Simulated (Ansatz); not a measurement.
HoF3 (Pnma, No. 62)

These are PBEsol (Ansatz, a first-principles code, plane waves, PAW) values and carry that method's errors.

Run with plane-wave cutoff 500 eV, 6×6×10 k mesh (along the axes of the cell as run), gaussian smearing 0.02 eV, spin-polarised start, scalar-relativistic PAW data made under PBE.

Cell (relaxed at this level):

```
HoF3
1.0
    6.35248     0.00000     0.00000
    0.00000     6.84122     0.00000
    0.00000     0.00000     4.35921
Ho F
4 12
Direct
  0.13194   0.75000   0.56024
  0.86806   0.25000   0.43976
  0.36806   0.25000   0.06024
  0.63194   0.75000   0.93976
  0.33538   0.93660   0.87862
  0.66462   0.06340   0.12138
  0.16462   0.06340   0.37862
  0.83538   0.93660   0.62138
  0.83538   0.56340   0.62138
  0.16462   0.43660   0.37862
  0.66462   0.43660   0.12138
  0.33538   0.56340   0.87862
  0.97927   0.75000   0.08732
  0.02073   0.25000   0.91268
  0.52073   0.25000   0.58732
  0.47927   0.75000   0.41268
```

| Quantity | Result |
|---|---|
| band gap | 0.76 eV (on the SCF k mesh) |

Note: the magnetic order was assumed, not searched for or taken from measurement; the 4f shell is treated without U or exact exchange, so its levels and filling can be wrong.

Spin–orbit coupling is not included.

Computed values are for the static lattice.
